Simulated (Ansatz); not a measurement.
We look at the formation energy of V_Al in Al (fcc, Fm-3m). Reaction: 7 Al (fcc) → cell A.

A: a supercell of 8 sites of Al (fcc, Fm-3m) with one empty Al site amid 12 Al; spin state with PBE: run without spin.

Setting: static, neutral cells in Ansatz (PAW) whose structures rest at the PBE level. Ansatz (a program for electronic structure) runs with its PAW set soft_1. Other levels take these structures. The lattices are those relaxed with PBE, so at other levels the solids can be strained, which adds to the spread. A dispersion term (D3(BJ), or D4 for r2SCAN) was computed beside these levels and is taken off wherever the name lacks it. Space groups of crystals are read within 0.01 Å. The cell is small for its defects, so this is an ordered compound on the host's lattice rather than an isolated defect. Cell A has symmetry Fm-3m within 0.02 Å and got no random move, so less symmetric positions, which may lie lower, weren't tried.

Measured vacancy formation enthalpy: 0.66 eV (as tabulated in arXiv:2112.11585). It comes from high temperatures and an isolated vacancy, so it sets the scale and ranks no level.

**Question.** What do the levels (PBE, LDA, PBEsol, RPBE, r2SCAN) give beside the measured value?

**Answer.** 
```
Level   computed (eV)  computed less measured
------  -------------  ----------------------
PBE              0.75                    0.09
LDA              0.88                    0.22
PBEsol           0.89                    0.23
RPBE             0.70                    0.04
r2SCAN           0.90                    0.24
```

The levels shown span 0.20 eV, from RPBE (0.70) to r2SCAN (0.90).
